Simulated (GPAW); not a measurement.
**Worked example: self-consistent single point of V3Si2Mo3 (R32, 8 atoms in the cell) in GPAW**

Level of theory: LDA (Perdew-Wang 92), GPAW PAW datasets LDA (gpaw-data 1.0.1) (plane waves; GPAW).

The input file:

```python
from ase import Atoms
from ase.units import GPa
from gpaw import GPAW, PW, FermiDirac

atoms = Atoms(['V', 'V', 'V', 'Si', 'Si', 'Mo', 'Mo', 'Mo'],
              cell=[[3.380905, 1.951966, 2.759347],
                    [-3.380905, 1.951966, 2.759347],
                    [0.000000, -3.903933, 2.759347]],
              scaled_positions=[[0.748740, 0.000000, 0.251260],
                                [0.251260, 0.748740, 0.000000],
                                [0.000000, 0.251260, 0.748740],
                                [0.243230, 0.243230, 0.243230],
                                [0.756770, 0.756770, 0.756770],
                                [0.749500, 0.500000, 0.250500],
                                [0.250500, 0.749500, 0.500000],
                                [0.500000, 0.250500, 0.749500]],
              pbc=True)

calc = GPAW(mode=PW(800),
            xc='LDA',
            kpts={'size': (4, 4, 4), 'gamma': True},
            occupations=FermiDirac(0.136),
            nbands=-12,
            convergence={'forces': 0.001},
            symmetry={'symmorphic': False, 'tolerance': 0.0005},
            maxiter=150)

atoms.calc = calc

energy = atoms.get_potential_energy()
print('Energy (eV):', round(energy, 6))
forces = atoms.get_forces()
print('Forces (eV/Ang):')
print(forces.round(5))
stress = atoms.get_stress()
print('Stress (GPa, Voigt):', (stress / GPa).round(4))
```

Output (repeated stretches shortened):

```
Input parameters:
  convergence: {forces: 0.001}
  kpts: {gamma: True,
         size: (4, 4, 4)}
  maxiter: 150
  mode: {ecut: 800.0,
         name: pw}
  nbands: -12
  occupations: {fixmagmom: False,
                name: fermi-dirac,
                width: 0.136}
  symmetry: {symmorphic: False,
             tolerance: 0.0005}

species:
  V:
    name: Vanadium
    Z: 23.0
    valence: 13
    core: 10
    charge: 0.0
    file: V.LDA.gz

    # Using partial waves for V as LCAO basis

  Si:
    name: Silicon
    Z: 14.0
    valence: 4
    core: 10
    charge: 0.0
    file: Si.LDA.gz

    # Using partial waves for Si as LCAO basis

  Mo:
    name: Molybdenum
    Z: 42.0
    valence: 14
    core: 28
    charge: 0.0
    file: Mo.LDA.gz

    # Using partial waves for Mo as LCAO basis

Reference energy: -423079.670983  # eV

Spin-paired calculation

Convergence criteria:
 Maximum [total energy] change in last 3 cyles: 0.0005 eV / valence electron
 Maximum integral of absolute [dens]ity change: 0.0001 electrons / valence electron
 Maximum integral of absolute [eigenst]ate change: 4e-08 eV^2 / valence electron
 Maximum change in the atomic [forces] across last 2 cycles: 0.001 eV/Ang OR
Maximum error relative to the maximum force is below inf
 Maximum number of scf [iter]ations: 150

Symmetries present (total): 6
Symmetries with fractional translations: 0
64 k-points: 4 x 4 x 4 Monkhorst-Pack grid + [1/8,1/8,1/8]
13 k-points in the irreducible part of the Brillouin zone
       k-points in crystal coordinates                weights
   0:     0.00000000    0.00000000    0.00000000          1/64
   1:     0.25000000    0.00000000   -0.25000000          6/64
   2:     0.25000000    0.00000000    0.00000000          6/64
   [... 7 lines left out ...]
          ...
  12:     0.50000000    0.50000000    0.50000000          1/64

Wave functions: Plane wave expansion
  Cutoff energy: 800.000 eV
  Number of coefficients (min, max): 5574, 5652
  Pulay-stress correction: 0.000000 eV/Ang^3 (de/decut=0.000000)

Occupation numbers: Fermi-Dirac:
  width: 0.1360  # eV

Eigensolver

Densities:
  Coarse grid: 32*32*32 grid
  Fine grid: 64*64*64 grid
  Total Charge: 0.000000

Density mixing:
  Method: separate
  Backend: pulay
  Linear mixing parameter: 0.05
  old densities: 5
  Damping of long wavelength oscillations: 50

Hamiltonian:
  XC and Coulomb potentials evaluated on a 64*64*64 grid
  External potential:
    NoExternalPotential

Number of atoms: 8
Number of atomic orbitals: 86
Number of bands in calculation: 56
Number of valence electrons: 89
Bands to converge: occupied

Density initialized from atomic densities
  56 bands from LCAO basis set

Atomic positions and initial magnetic moments

Positions:
   0 V      2.531419    0.480613    2.759347    ( 0.0000,  0.0000,  0.0000)
   1 V     -1.681933    1.951966    2.759347    ( 0.0000,  0.0000,  0.0000)
   2 V     -0.849486   -2.432580    2.759347    ( 0.0000,  0.0000,  0.0000)
   3 Si     0.000000   -0.000000    2.013468    ( 0.0000,  0.0000,  0.0000)
   4 Si    -0.000000   -0.000001    6.264573    ( 0.0000,  0.0000,  0.0000)
   5 Mo     0.843536    1.461046    4.139020    ( 0.0000,  0.0000,  0.0000)
   6 Mo    -1.687072   -0.000000    4.139020    ( 0.0000,  0.0000,  0.0000)
   7 Mo     0.843536   -1.461047    4.139020    ( 0.0000,  0.0000,  0.0000)

Unit cell:
           periodic     x           y           z      points  spacing
  1. axis:    yes    3.380905    1.951966    2.759347    32     0.1494
  2. axis:    yes   -3.380905    1.951966    2.759347    32     0.1494
  3. axis:    yes    0.000000   -3.903933    2.759347    32     0.1494

  Lengths:   4.780657   4.780657   4.780658
  Angles:   90.015916  90.015916  90.015923

Effective grid spacing dv^(1/3) = 0.1494

     iter     time        total  log10-change:
                         energy   eigst   dens  force
iter:   1 --:--:--   -87.905478
iter:   2 --:--:--   -85.891173   -0.10  -1.19
iter:   3 --:--:--   -83.966887   -0.39  -1.25
iter:   4 --:--:--   -82.481623   -0.62  -1.35
iter:   5 --:--:--   -83.220975   -0.54  -1.57
iter:   6 --:--:--   -83.588727   -0.66  -1.71
iter:   7 --:--:--   -82.270439   -1.04  -1.58
iter:   8 --:--:--   -82.195598   -1.59  -2.06
iter:   9 --:--:--   -82.167231   -2.76  -2.28
iter:  10 --:--:--   -82.194418c  -2.16  -2.38
iter:  11 --:--:--   -82.159515c  -2.13  -2.33
iter:  12 --:--:--   -82.161967c  -2.89  -2.85
iter:  13 --:--:--   -82.162734c  -3.11  -2.77
iter:  14 --:--:--   -82.159230c  -4.16  -2.78
iter:  15 --:--:--   -82.162471c  -2.56  -2.91
   [... 2 lines left out ...]
iter:  18 --:--:--   -82.156982c  -4.26  -3.31
iter:  19 --:--:--   -82.157039c  -5.90  -3.77
iter:  20 --:--:--   -82.157114c  -5.50  -3.87
iter:  21 --:--:--   -82.157048c  -5.16  -3.90
iter:  22 --:--:--   -82.157137c  -5.38  -3.88
iter:  23 --:--:--   -82.157125c  -5.91  -4.12c
iter:  24 --:--:--   -82.157064c  -6.08  -4.24c
iter:  25 --:--:--   -82.157171c  -5.50  -4.43c
iter:  26 --:--:--   -82.157063c  -5.52  -4.13c
iter:  27 --:--:--   -82.157069c  -6.60  -4.61c
iter:  28 --:--:--   -82.157085c  -7.08  -4.72c
iter:  29 --:--:--   -82.157085c  -7.99c -5.17c
iter:  30 --:--:--   -82.157095c  -6.96  -5.14c
iter:  31 --:--:--   -82.157085c  -7.94c -4.83c -3.09c

Converged after 31 iterations.

Dipole moment: (0.000000, 0.000000, -0.000000) |e|*Ang

Energy contributions relative to reference atoms: (reference = -423079.670983)

Kinetic:        -31.044831
Potential:      +18.569947
External:        +0.000000
XC:             -69.076545
Entropy (-ST):   -0.275230
Local:           -0.468041
SIC:             +0.000000
--------------------------
Free energy:    -82.294700
Extrapolated:   -82.157085

Showing only first 2 kpts
 Kpt  Band  Eigenvalues  Occupancy
  0    42     10.84016    1.98269
  0    43     10.84019    1.98268
  0    44     13.14924    0.00001
  0    45     13.15851    0.00001

  1    42     10.80663    1.98645
  1    43     11.07290    1.90778
  1    44     11.97873    0.05161
  1    45     12.53552    0.00088

Fermi level: 11.48492

No gap
No difference between direct/indirect transitions
Energy (eV): -82.157085

Forces in eV/Ang:
  0 V    -0.03327   -0.05762    0.00000
  1 V     0.06654    0.00000    0.00000
  2 V    -0.03327    0.05762    0.00000
  3 Si    0.00000   -0.00000    0.03082
  4 Si   -0.00000    0.00000   -0.03082
  5 Mo   -0.02697   -0.04671    0.00000
  6 Mo    0.05394    0.00000    0.00000
  7 Mo   -0.02697    0.04671    0.00000

Stress tensor:
     0.054171    -0.000000     0.000000
     0.000000     0.054171     0.000000
     0.000000     0.000000     0.054428
Stress (GPa, Voigt): [ 8.6791  8.6791  8.7204  0.      0.     -0.    ]
```

The run converged in 31 iterations. GPAW prints stress with tension positive.

The starting cell comes from a database of computed structures (which also holds hypothetical and non-ambient phases and stackings), without a prior relaxation at this level. Spin polarisation is off. With a pressure of about -9 GPa the cell is away from its equilibrium volume at this level.

Cost on one core of a shared machine: roughly 2 min.
